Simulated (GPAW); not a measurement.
GPAW 25.7.0, DFT, PBE, plane waves, PAW datasets of gpaw-data 1.0.1: rutile TiO2 (Ti4O8), 12 atoms. Basis and mesh were picked for this test and aren't claimed converged.

```yaml
cell: 9.19, 4.59, 2.96 Å; 90, 90, 90°
task: scf
mode.name: pw
mode.ecut: 500 eV
xc: PBE
k mesh: 4×6×6
kpts.gamma: true
occupations.name: fermi-dirac
occupations.width: 0.001 eV
convergence.density (electrons an electron): 1e-05
maxiter: 150
parallel.kpt: 48
parallel.band: 1
parallel.domain: 1
parallel.sl_auto: false
parallel.augment_grids: true
mixer.backend: pulay (default)
mixer.method: separate (default)
mixer.beta: 0.05 (default)
mixer.nmaxold: 5 (default)
mixer.weight: 50 (default)
convergence.eigenstates (eV² an electron): 4e-08 (default)
convergence.energy (eV an electron): 0.0005 (default)
k-points after symmetry: 56
bands: 62
electrons: 96
plane_waves: 3212
coarse_grid: 48*24*16
symmetry_operations: 4
```

Machine: one whole node, AMD EPYC (Zen 5), 96 cores on 1 socket, no SMT, 12 L3 cache groups.

Wall times, medians of two to five repeats, each run alone on the node (launch to exit). Unless noted, each process is bound to its own block of adjacent cores. The build: conda-forge: Open MPI, OpenMP, OpenBLAS, FFTW, ScaLAPACK, ELPA; another build can shift the numbers. Scratch files lie in a memory file system.

All on 48 ranks. Base settings, kept where nothing else is said: eigensolver.name = dav (default), eigensolver.niter = 2 (default) (eigensolver.blocksize not set). The settings tried:
- the base settings
- eigensolver.niter = 1
- eigensolver.name = rmm-diis, eigensolver.niter = 5
- eigensolver.name = cg, eigensolver.niter = 4
- eigensolver.niter = 3
- eigensolver.niter = 4
- eigensolver.name = rmm-diis, eigensolver.niter = 3 (default), eigensolver.blocksize = 32

### Question
Which setting needs the fewest SCF iterations, and is it also the fastest?

### Answer
Fewest SCF iterations: eigensolver.niter = 4 (24). Shortest time: eigensolver.niter = 1, 12 s. All converged.

```
setting                                                                                   SCF iterations  wall time
----------------------------------------------------------------------------------------  --------------  ---------
eigensolver.niter = 1                                                                                 35       12 s
eigensolver.niter = 3                                                                                 28       16 s
eigensolver.niter = 4                                                                                 24       16 s
eigensolver.name = rmm-diis, eigensolver.niter = 3 (default), eigensolver.blocksize = 32              40       17 s
the base settings                                                                                     41       17 s
eigensolver.name = rmm-diis, eigensolver.niter = 5                                                    29       29 s
eigensolver.name = cg, eigensolver.niter = 4                                                          35       70 s
```

7 planned settings were not run, for want of time.
